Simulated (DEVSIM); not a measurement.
System: abrupt Si p-n junction, at 300 K.

Layer 1 from the left is Si, thickness (μm) 0.130, Na (cm⁻³) 1.6e17, τn (s) 4.5e-5, τp (s) 4.5e-5. Layer 2 from the left is Si, thickness (μm) 100, Nd (cm⁻³) 1.1e14, τn (s) 4.5e-5, τp (s) 4.5e-5.

Left contact: ohmic. Right contact: ohmic. Voltage is applied to the left contact. Recombination: SRH at mid-gap, radiative. Gap narrowing is on: ΔEg = 6.92 meV × (l + √(l² + 0.5)), l = ln(N/1.3e17 cm⁻³), shared equally by both band edges. Mobility is constant in doping.

Constants are typed, rounded textbook-type inputs, not results; the design itself was drawn at random and stands for no fabricated device. Values at 300 K.

Si: gap (eV) 1.124, affinity (eV) 4.05, permittivity 11.7, Nc (cm⁻³) 2.86e19, Nv (cm⁻³) 3.1e19, μn (cm²/Vs) 1417, μp (cm²/Vs) 470, B (cm³/s) 4.7e-15.

Simulated with DEVSIM: 1D drift-diffusion, Boltzmann statistics, complete ionisation; no tunnelling, impact ionisation, image-force lowering or self-heating.

What does the simulation give for the largest field in the device at zero bias, the dark forward voltage at 1 A/cm², the potential step across the device at zero bias?

largest field in the device at zero bias 21000 V/cm; dark forward voltage at 1 A/cm² 0.653 V; potential step across the device at zero bias 0.662 V.
